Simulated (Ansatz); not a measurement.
The starting structures come from a database of crystals and need not be the phases stable at ambient conditions.

By PBEsol, the system below comes out a metal.

The ballistic (Sharvin) conductance counts the channels at the Fermi level: G/A = (e²/h) × channels of both spins per area.

Here is the system:

```yaml
crystal:
  lattice:
    - [4.42921, 0.00000, 0.00000]
    - [0.00000, 4.42921, 0.00000]
    - [2.21461, -2.21461, 4.35590]
  atoms:
    - { symbol: Nb, position: [0.00000, 0.50000, 0.00000] }
    - { symbol: Nb, position: [0.50000, 0.00000, 0.00000] }
    - { symbol: Nb, position: [0.25388, 0.74612, 0.49224] }
    - { symbol: Nb, position: [0.74612, 0.25388, 0.50776] }
    - { symbol: N, position: [0.75000, 0.75000, 0.50000] }
    - { symbol: N, position: [0.25000, 0.25000, 0.50000] }
    - { symbol: N, position: [0.00000, 0.00000, 0.00000] }
```

The cell is taken as given; by PBEsol it stands under a pressure of -12.8 GPa.

The current flows along the normal of the first two printed cell vectors, the (001) plane of the conventional cell. No spin-orbit coupling; the value is a mean over 0.1 eV about the Fermi level.

**Question.** Compute, with PBEsol in Ansatz (a program for electronic structure), the ballistic conductance per area.

**Answer.** 0.67 × 10¹⁵ S/m² for both spins.
